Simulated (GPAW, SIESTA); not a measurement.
A SIESTA input for a self-consistent single point of Ca₂Si (Fm-3m, 3 atoms in the cell) (DFT, GGA PBEsol, numerical atomic orbitals TZP, PseudoDojo PBEsol standard norm-conserving potentials (rewritten from UPF to PSML)):

```
# files in the folder: Ca.psml Si.psml (PseudoDojo PBEsol standard)
SystemName  Ca2Si
SystemLabel ca2si

NumberOfAtoms                3
NumberOfSpecies              2
%block ChemicalSpeciesLabel
  1 20 Ca
  2 14 Si
%endblock ChemicalSpeciesLabel
LatticeConstant              1.0 Bohr
%block LatticeVectors
     0.000000000    6.639609431    6.639609431
     6.639609431    0.000000000    6.639609431
     6.639609431    6.639609431    0.000000000
%endblock LatticeVectors
AtomicCoordinatesFormat      ScaledCartesian
%block AtomicCoordinatesAndAtomicSpecies
     9.959414146    9.959414146    9.959414146  1
     3.319804715    3.319804715    3.319804715  1
     0.000000000    0.000000000    0.000000000  2
%endblock AtomicCoordinatesAndAtomicSpecies

XC.functional                GGA
XC.authors                   PBEsol
PAO.BasisSize                TZP
PAO.EnergyShift              0.005 Ry
MeshCutoff                   350 Ry
%block kgrid.MonkhorstPack
    8   0   0  0.0
    0   8   0  0.0
    0   0   8  0.0
%endblock kgrid.MonkhorstPack
OccupationFunction           FD
ElectronicTemperature        10 K

MaxSCFIterations             150
SCF.Mixer.Method             Broyden
SCF.Mixer.Weight             0.25
SCF.Mixer.History            6
SCF.DM.Tolerance             1.0E-04
Diag.ParallelOverK           true
WriteForces                  true
```

### Question
Translate this input to GPAW.

### Answer
This is the input that was run; spellings and numerical settings could be chosen otherwise.

```python
from ase import Atoms
from ase.units import GPa
from gpaw import GPAW

atoms = Atoms(['Ca', 'Ca', 'Si'],
              cell=[[0.000000, 3.513530, 3.513530],
                    [3.513530, 0.000000, 3.513530],
                    [3.513530, 3.513530, 0.000000]],
              scaled_positions=[[0.750000, 0.750000, 0.750000],
                                [0.250000, 0.250000, 0.250000],
                                [0.000000, 0.000000, 0.000000]],
              pbc=True)

calc = GPAW(mode={'name': 'pw', 'ecut': 600},
            xc='PBEsol',
            kpts={'size': (8, 8, 8), 'gamma': True},
            occupations={'name': 'fermi-dirac', 'width': 0.0},
            nbands=-4,
            convergence={'density': 1e-05, 'energy': 1e-05, 'bands': -2},
            symmetry={'symmorphic': False, 'tolerance': 0.0005},
            maxiter=120,
            txt='-')

atoms.calc = calc

energy = atoms.get_potential_energy()
print('Energy (eV):', round(energy, 6))
forces = atoms.get_forces()
print('Forces (eV/Ang):')
print(forces.round(5))
stress = atoms.get_stress()
print('Stress (GPa, Voigt):', (stress / GPa).round(4))
```

Basis settings and potentials, where a program has them, do not carry over. This input uses DFT PBEsol, plane waves, GPAW PAW datasets PBEsol (made by gpaw-setup). Both were run: pressure 7.40 GPa in SIESTA and 1.32 in GPAW; gap on the mesh 0.450 eV in SIESTA and 0.436 in GPAW.

On GPAW: the starting cell comes from a database of computed structures (which also holds hypothetical and non-ambient phases and stackings), without a prior relaxation at this level. For this run, on top of that: lattice scaled by 0.98.

On SIESTA: the starting cell comes from a database of computed structures (which also holds hypothetical and non-ambient phases and stackings), without a prior relaxation at this level. For this run, on top of that: lattice scaled by 0.98. Values carry the incompleteness of an atom-centred basis. The basis of the alkali or alkaline-earth atoms may lack their empty d shell, which can raise the gap. With a pressure of about 7 GPa the cell is away from its equilibrium volume at this level.
